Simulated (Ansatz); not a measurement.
Seebeck coefficient (μV/K, mean over directions) of p-type MgO (Fm-3m) against carrier density, Ansatz (a program for electronic structure) with r2SCAN, rigid bands. Computed gap 5.68 eV; densities at which minority carriers matter at this gap, or further valleys turn the trend, are left out. Conductivity mass 2.3 mₑ (harmonic mean over directions), N_v = 2.9e20 cm⁻³ at 300 K.

```csv
hole density,300 K,500 K
1e16 cm⁻³,1101,1169
1e17 cm⁻³,902,971
1e18 cm⁻³,704,772
3e18 cm⁻³,609,677
1e19 cm⁻³,506,574
3e19 cm⁻³,[?],479
1e20 cm⁻³,[?],377
3e20 cm⁻³,220,285
1e21 cm⁻³,133,189
```

**Question.** Some entries are withheld; supply them.

**Answer.** 
- 3e19 cm⁻³, 300 K: 412
- 1e20 cm⁻³, 300 K: 310

Rigid bands with a gap fixed in temperature, one relaxation time for all states, no polarons or phonon drag, and whether or not such doping can be reached. Spin-orbit coupling is left out.
